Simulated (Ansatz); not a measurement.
The starting structures come from a database of crystals and need not be the phases stable at ambient conditions.

Inside the gap of an insulator the Bloch states are evanescent, with a wavenumber k + iκ along the transport direction.

Consider the following.

```
La2MgTiO6
1.0
    5.58452     0.00000     0.00000
   -0.01317     7.92402     0.00000
    0.00000     0.00000     5.65929
La Mg Ti O
4 2 2 12
Direct
  0.49159   0.74934   0.46068
  0.50841   0.25066   0.53932
  0.00841   0.75066   0.96068
  0.99159   0.24934   0.03932
  0.00000   0.00000   0.50000
  0.50000   0.50000   0.00000
  0.50000   0.00000   0.00000
  0.00000   0.50000   0.50000
  0.91655   0.74256   0.52247
  0.08345   0.25744   0.47753
  0.58345   0.75744   0.02247
  0.41655   0.24256   0.97753
  0.70284   0.04575   0.28261
  0.29716   0.95425   0.71739
  0.79716   0.45425   0.78261
  0.20284   0.54575   0.21739
  0.21878   0.95690   0.20337
  0.78122   0.04310   0.79663
  0.28122   0.54310   0.70337
  0.71878   0.45690   0.29663
```

Space group of this cell: P2_1/c. The cell is taken as given; by r2SCAN its mean pressure is -3.4 GPa.

Transport runs along the normal of the first two printed cell vectors.

The gap is the functional's own. No spin-orbit coupling. Mid-gap values are interpolated on the energy grid.

**Question.** State the band gap and the smallest decay constant κ at mid-gap according to r2SCAN (Ansatz, a program for electronic structure).

**Answer.** Gap 3.61 eV on a 6×4×6 mesh; κ = 0.368 1/Å, at the zone centre.
